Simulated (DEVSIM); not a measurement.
Device: In0.49Ga0.51P/GaAs p-n heterojunction, at 350 K.

```
layer (left to right)       material  thickness (μm)  Nd (cm⁻³)  Na (cm⁻³)  τn (s)  τp (s)
---------------------  -------------  --------------  ---------  ---------  ------  ------
1                      In0.49Ga0.51P          0.0510          -     2.3e17  1.1e-8  1.1e-8
2                               GaAs            4.10     8.4e16          -  1.1e-8  1.1e-8
```

Left contact: ohmic. Right contact: ohmic. Voltage is applied to the left contact. Recombination: SRH at mid-gap. Mobility is μmin + (μ − μmin)/(1 + (N/Nref)^α).

The device is made up for the run: typed textbook-type constants, with dimensions and the other settings drawn at random. Values at 300 K; Nc and Nv go as T^1.5, mobilities as T to minus their exponent, the gap by Varshni's rule with the affinity fixed. The table also holds parameters that only a changed run uses.

| parameter | In0.49Ga0.51P | GaAs |
|---|---|---|
| gap (eV) | 1.89 | 1.424 |
| affinity (eV) | 4 | 4.07 |
| permittivity | 11.8 | 12.9 |
| Nc (cm⁻³) | 9e17 | 4.7e17 |
| Nv (cm⁻³) | 1.3e19 | 9e18 |
| μn (cm²/Vs) | 1500 | 8500 |
| μp (cm²/Vs) | 80 | 400 |
| μn,min | 400 | 500 |
| μp,min | 15 | 20 |
| Nref,n | 2e16 | 6e16 |
| Nref,p | 1.5e17 | 1.5e17 |
| αn | 0.7 | 0.39 |
| αp | 0.8 | 0.38 |
| T exponent of μn | 1.66 | 2.1 |
| T exponent of μp | 2 | 2.2 |
| Cn (cm⁶/s) | 3e-30 | 1e-30 |
| Cp (cm⁶/s) | 3e-30 | 1e-30 |
| Varshni α (eV/K) | 0.0005 | 0.000541 |
| Varshni β (K) | 250 | 204 |

Model (solved in DEVSIM): 1D drift-diffusion, Boltzmann statistics, complete ionisation; no tunnelling, impact ionisation, image-force lowering or self-heating. Band offsets follow the typed affinities; no thermionic-emission limit at abrupt steps, no polarisation charge.

Base results: potential step across the device at zero bias (V) 1.612; dark forward voltage at 100 A/cm² (V) 1.293; dark forward voltage at 1 A/cm² (V) 1.029; largest field in the device at zero bias (V/cm) 180000.

Q: What follows from this one change: doping Na of layer 1 2.3e+17 → 6.9e+18 cm^-3?

A: potential step across the device at zero bias 1.612 → 1.715 V; dark forward voltage at 100 A/cm² 1.293 → 1.177 V; dark forward voltage at 1 A/cm² 1.029 → 1.019 V; largest field in the device at zero bias 180000 → 770000 V/cm.

Q: What follows from this one change: minority lifetime in layer 2 1.1e-08 → 3.3e-07 s?

A: potential step across the device at zero bias little changed (1.612 V); dark forward voltage at 100 A/cm² 1.293 → 1.308 V; dark forward voltage at 1 A/cm² 1.029 → 1.048 V; largest field in the device at zero bias little changed (180000 V/cm).

Q: What follows from this one change: thickness of layer 1 0.051 → 0.031 μm?

A: potential step across the device at zero bias little changed (1.612 V); dark forward voltage at 100 A/cm² 1.293 → 1.287 V; dark forward voltage at 1 A/cm² little changed (1.027 V); largest field in the device at zero bias little changed (180000 V/cm).

Q: What follows from this one change: constant mobility in place of the doping-dependent one?

A: potential step across the device at zero bias little changed (1.612 V); dark forward voltage at 100 A/cm² 1.293 → 1.259 V; dark forward voltage at 1 A/cm² 1.029 → 1.015 V; largest field in the device at zero bias little changed (180000 V/cm).
